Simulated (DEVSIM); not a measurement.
Structure: Schottky contact on p-type GaAs, at 300 K.

Layer 1 from the left is GaAs, thickness (μm) 2.30, Na (cm⁻³) 3.8e16, τn (s) 2.5e-9, τp (s) 2.5e-9.

Left contact: Schottky, work function 4.384 eV, emission velocity 4.9e6 cm/s. Right contact: ohmic. Voltage is applied to the left contact. Recombination: SRH at mid-gap, radiative, Auger. Mobility is μmin + (μ − μmin)/(1 + (N/Nref)^α).

The device is made up for the run: typed textbook-type constants, with dimensions and the other settings drawn at random. Values at 300 K.

GaAs: gap (eV) 1.424, affinity (eV) 4.07, permittivity 12.9, Nc (cm⁻³) 4.7e17, Nv (cm⁻³) 9e18, μn (cm²/Vs) 8500, μp (cm²/Vs) 400, μn,min 500, μp,min 20, Nref,n 6e16, Nref,p 1.5e17, αn 0.39, αp 0.38, B (cm³/s) 2e-10, Cn (cm⁶/s) 1e-30, Cp (cm⁶/s) 1e-30.

Model (solved in DEVSIM): 1D drift-diffusion, Boltzmann statistics, complete ionisation; no tunnelling, impact ionisation, image-force lowering or self-heating. Metal contacts follow the ideal Schottky-Mott rule: no Fermi-level pinning, no interface dipoles.

Dark forward current:

| |V| (V) | |J| (A/cm²) |
|---|---|
| 0.05 | 1.470e-10 |
| 0.10 | 5.457e-10 |
| 0.15 | 1.833e-9 |
| 0.20 | 6.857e-9 |
| 0.25 | 3.111e-8 |
| 0.30 | 1.700e-7 |
| 0.35 | 1.048e-6 |
| 0.40 | 6.860e-6 |
| 0.45 | 4.608e-5 |
| 0.50 | 0.0003125 |
| 0.55 | 0.002124 |
| 0.60 | 0.01442 |
| 0.65 | 0.09745 |
| 0.70 | 0.6527 |
| 0.75 | 4.252 |
| 0.80 | 24.78 |
| 0.85 | 103.0 |
| 0.90 | 266.6 |
| 0.95 | 492.4 |
| 1.00 | 753.6 |
| 1.05 | 1035 |
| 1.10 | 1330 |
| 1.15 | 1634 |
| 1.20 | 1944 |
| 1.25 | 2258 |

Q: Work out the local ideality factor n = ΔV / (kT/q · ln(J2/J1)) between the rows 0.15 and 0.20 V, 0.50 and 0.55 V, 1.20 and 1.25 V.

A: kT/q = 25.85 mV. From 0.15 to 0.20 V: ln(6.857e-9/1.833e-9) = 1.319, n = 1.47. From 0.50 to 0.55 V: ln(0.002124/0.0003125) = 1.916, n = 1.01, near the 1 of diffusion or emission over a barrier. From 1.20 to 1.25 V: ln(2258/1944) = 0.150, n = 12.92; the layers' resistance at their doping, Σ W/(qμN) = 0.00015 Ω cm², would take 46 mV of this step of 50 mV.

Q: Estimate the current at 0.55 V for emission alone, J0 = q v N_band exp(−φB/kT), and read the barrier back from the simulated current.

A: φB = 1.110 eV, N_band = 9.00e18 cm⁻³, J0 = 1.59e-12 A/cm²; J = J0 (exp(qV/kT) − 1) = 0.00276 A/cm². The simulation gives 0.00212 A/cm²; the estimate lies 30 % above. Read backwards, the simulated current gives an apparent barrier of 1.117 eV. The estimate leaves out transport through the depletion region and minority injection.
